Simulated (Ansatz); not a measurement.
Given:

```
CELL_PARAMETERS angstrom
      3.00027     0.00000     0.00000
      1.50014     2.59831     0.00000
      1.50014    -0.86610     2.46651
ATOMIC_POSITIONS crystal
  Ti 0.00000 0.00000 0.00000
  C  0.00000 0.50000 0.50000
```

No spin polarisation.

All numbers come from Ansatz (a quantum-chemistry and plane-wave program) LDA, no spin-orbit coupling. Settings: 23×23×23 k-points, 0.1 eV Fermi–Dirac smearing.

Predict the band gap.

Zero.

Estimate the mean in-plane stress (compression positive).

+2.5 GPa.

The cells carry an imposed strain or load. No phonon test of stability was made. All final runs are without spin polarisation. The cell was made from TiC in the rock salt structure (space group Fm-3m, No. 225) by this change: biaxial strain −0.42 %, plane normal [111], relaxed out of plane.
